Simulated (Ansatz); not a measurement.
**A computed series for Pd: pressure series**

The reference is Pd in the fcc (Cu type) structure (space group Fm-3m, No. 225; a = 3.9083 Å).

Cell and atoms are relaxed at each pressure.

All numbers come from DFT with r2SCAN, PAW potentials and a 500 eV plane-wave cutoff in Ansatz (a program for electronic structure), scalar-relativistic without spin-orbit coupling.

Notes on the quantities. enthalpy: H = E + PV relative to the base's energy.

```
change            lattice parameter a       enthalpy
----------------  -------------------  -------------
base                          3.908 Å              –
pressure −2 GPa               3.923 Å  -0.19 eV/atom
pressure −1 GPa               3.916 Å  -0.09 eV/atom
pressure 0.3 GPa              3.906 Å  +0.03 eV/atom
pressure 0.7 GPa              3.903 Å  +0.07 eV/atom
pressure 1.5 GPa              3.898 Å  +0.14 eV/atom
pressure 3 GPa                3.888 Å  +0.28 eV/atom
pressure 5 GPa                3.876 Å  +0.46 eV/atom
pressure 7.5 GPa              3.861 Å  +0.69 eV/atom
pressure 10 GPa               3.847 Å  +0.91 eV/atom
```

Load acts through the strain it causes; cell and atoms are relaxed under it. No phonon test of stability was made. Competing high-pressure phases were not computed. All final runs are without spin polarisation. Pd has a high density of states at the Fermi level and may be magnetic at this level.
